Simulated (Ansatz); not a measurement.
System: bcc Eu. Method: PBE in Ansatz (PAW).

Settings: plane-wave cutoff 520 eV, 18×18×18 k mesh, Fermi–Dirac smearing 0.05 eV, spin-polarised with parallel moments, scalar-relativistic PAW data made under PBE.

Results at a series of volumes:

| V (Å³/atom) | E − E_lowest (meV/atom) | P (GPa) |
|---|---|---|
| 39.675 | 7.11 | 0.943 |
| 40.519 | 3.06 | 0.599 |
| 41.363 | 0.74 | 0.285 |
| 42.208 | 0.00 | -0.002 |
| 43.052 | 0.71 | -0.265 |
| 43.896 | 2.75 | -0.505 |
| 44.740 | 5.99 | -0.724 |

### Question
Estimate the bulk modulus from the pressures at 41.363 and 43.052 Å³/atom, and compare it with a fit to all energies.

### Answer
B = −V dP/dV. Between V = 41.363 and 43.052 Å³/atom, dP/dV = (-0.265 − (0.285))/(43.052 − 41.363) = -0.326 GPa per Å³/atom; at the midpoint 42.207 Å³/atom this gives B ≈ 13.7 GPa. The third-order Birch–Murnaghan fit gives V0 = 42.202 Å³/atom, B0 = 13.7 GPa, B′ = 3.5, which lies within 1 % of that estimate.

Measured, for comparison: bulk modulus 10.9 ± 0.6 GPa (room temperature, not corrected to a static lattice, our sources range from 10.9 to 11.7; as tabulated in arXiv:1012.3782); equilibrium volume per atom 48.10 Å³/atom (293 K, not corrected to a static lattice; as tabulated in Wikipedia's data pages). Computed (rounded) less measured: bulk modulus +26 % (+17 % to +26 % over the range), equilibrium volume per atom -12.3 %.

Note: the 4f shell is treated without U or exact exchange, so its levels and filling can be wrong; the collinear magnetic order is the start's and need not be the measured one.

Spin–orbit coupling is not included.

Computed values are for the static lattice.

Ansatz is an electronic-structure program.
